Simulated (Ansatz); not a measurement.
# Ti: isotropic strain +2.50 %

Consider Ti in the hcp (Mg type) structure (space group P6_3/mmc, No. 194; a = 2.936 Å, c = 4.640 Å; relaxed with 0.1 eV smearing).

The change: an isotropic linear strain of +2.50 %, atoms relaxed at fixed cell.

Calculations: r2SCAN/PAW in Ansatz (a first-principles code), no spin-orbit coupling. Γ-centred 23×23×13 mesh, Fermi–Dirac width 0.1 eV.

The volume per atom rises by 1.332 Å³ to 18.66 Å³ and the energy rises by 33 meV/atom. The pressure (mean of the normal stresses, compression positive) goes from zero to -7.6 GPa and the band gap is still zero.

No phonon test of stability was made. The final runs are not spin-polarised.
